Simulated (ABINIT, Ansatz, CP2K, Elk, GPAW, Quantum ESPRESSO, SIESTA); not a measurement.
## One structure in several programs: SrZn5 (P6/mmm, 6 atoms in the cell)

Self-consistent single point, at a second geometry (lattice scaled by 0.98). First geometry:

```
SrZn5
1.0
    5.48629     0.00000     0.00000
   -2.74315     4.75127     0.00000
    0.00000     0.00000     4.19856
Sr Zn
1 5
Direct
  0.00000   0.00000   0.00000
  0.66667   0.33333   0.00000
  0.33333   0.66667   0.00000
  0.50000   0.00000   0.50000
  0.50000   0.50000   0.50000
  0.00000   0.50000   0.50000
```

Shared settings, as Ansatz (a first-principles code) writes them: kpoints.mp_grid.grid = 5 5 5; scf.occupations.method = fermi_dirac; scf.occupations.width = 0.1 eV. Potentials and cutoffs stand in the table.

| code | model | ΔF from the first geometry (meV/atom) | pressure (GPa) | cutoff |
|---|---|---|---|---|
| SIESTA | GGA PBEsol, numerical atomic orbitals DZP, PseudoDojo PBEsol standard norm-conserving potentials (rewritten from UPF to PSML) | -44.4 | -3.85 | grid 350 Ry |
| Quantum ESPRESSO | PBEsol, GBRV 1.5 ultrasoft (PBESOL) pseudopotentials | 5.3 | 2.36 | 50 Ry |
| CP2K | PBEsol, GPW, DZVP-MOLOPT-SR-GTH basis, GTH-PBE potentials (GTH_POTENTIALS) | 8.5 | 3.57 | grid 600 Ry |
| GPAW | PBEsol, GPAW PAW datasets PBEsol (made by gpaw-setup) | 5.2 | 3.02 | 850 eV |
| Elk | PBEsol, all-electron FP-LAPW, Elk's shipped species files, APW+lo basis with extra local orbitals | 3.5 | – | rgkmax 8 |
| Ansatz | PBEsol, PAW files made with PBE | 4.2 | 2.76 | default |
| ABINIT | PBEsol, PAW (JTH v2.0 PBE PAW, files made for PBE) | 3.7 | 2.68 | 816 eV |

For Quantum ESPRESSO (by 0.6 GPa) the energy change implies a higher mean pressure, against the two pressures, than for the other programs: a sign of finite-basis (Pulay) stress.

A dash marks a value that a program does not give, or that is left out as unsure.

The spread over the programs that give each value: ΔF from the first geometry within 52.9 meV/atom; pressure within 7.42 GPa.

SIESTA and CP2K use small atom-centred bases, whose incompleteness enters pressures, forces and empty levels differently from a plane-wave cutoff. Elk treats all electrons, but the usual bases taken here (sphere radii, linearisation, local orbitals, empty states) were not tested for convergence, so the values are no reference for the others. Ansatz's pressure is given at a fixed set of plane waves, as the other plane-wave codes print theirs; with its correction for the finite basis it is 2.84 GPa. In the pressure, SIESTA (by 6.57) lies more than 1 GPa from the median of the plane-wave programs.

The starting cell comes from a database of computed structures (which also holds hypothetical and non-ambient phases and stackings), without a prior relaxation at this level. For this run, on top of that: lattice scaled by 0.98.

Left out of this page: FLEUR (with a known weakness of the program).

Keys are those of Ansatz 0.2.
